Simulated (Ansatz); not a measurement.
System: cubic perovskite KNiF₃. Method: BLYP (PAW; Ansatz, a quantum-chemistry and plane-wave program).

Settings: plane-wave cutoff 520 eV, 8×8×8 k mesh, Fermi–Dirac smearing 0.01 eV, spin-polarised with parallel moments, scalar-relativistic PAW data made under PBE.

Response to compression and expansion:

| V (Å³/atom) | P (GPa) | direct gap at Γ (eV) | smallest gap on the k mesh (eV) |
|---|---|---|---|
| 13.131 | 5.00 | 1.727 | 0.700 |
| 13.410 | 3.14 | 1.697 | 0.740 |
| 13.689 | 1.48 | 1.670 | 0.777 |
| 13.969 | 0.00 | 1.644 | 0.812 |
| 14.248 | -1.32 | 1.620 | 0.844 |
| 14.528 | -2.50 | 1.598 | 0.873 |
| 14.807 | -3.55 | 1.577 | 0.900 |

The fundamental gap (0.81 eV at the equilibrium volume, with added k points) lies elsewhere than Γ–Γ.

Note: the magnetic order was assumed, not searched for or taken from measurement; the volume lies 9 % above that of the published cell; without U or exact exchange, gaps and moments of open d shells tend to come out too small.
